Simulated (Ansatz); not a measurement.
# HfS2, response to strain

Take HfS₂ in the CdI2 type structure (space group P-3m1, No. 164; layered, stacked along the Cartesian z axis) as the base.

```yaml
crystal:
  lattice:
    - [3.60570, 0.00000, 0.00000]
    - [-1.80285, 3.12262, 0.00000]
    - [0.00000, 0.00000, 5.76762]
  atoms:
    - { symbol: Hf, position: [0.00000, 0.00000, 0.00000] }
    - { symbol: S, position: [0.33333, 0.66667, 0.25252] }
    - { symbol: S, position: [0.66667, 0.33333, 0.74748] }
```

Cartesian axes are those of the cell as printed.

Strains are applied to the cell and any free atomic positions relax.

Calculations: PBE-D3(BJ) (Ansatz, a quantum-chemistry and plane-wave program; PAW; 420 eV plane waves; scalar-relativistic without spin-orbit coupling).

Notes on the quantities. energy relative to the base: free energy F.

```tsv
uniaxial strain ε_zz (%)	energy relative to the base (meV/atom)
-3	3.1
-2.5	2.1
-2	1.3
-1.5	0.7
-1	?
-0.5	0.1
0	0.0
```

Task: Fit ΔE = Aε² + Bε³ (ε in %) to the rows shown and predict the withheld row.

Result: Least squares on the printed values gives A = 0.286 and B = -0.019 meV/atom (largest residual 0.0 meV/atom); this predicts 0.3 meV/atom, and the run gives 0.3 meV/atom, in agreement.

Whether these cells are dynamically stable was not tested.
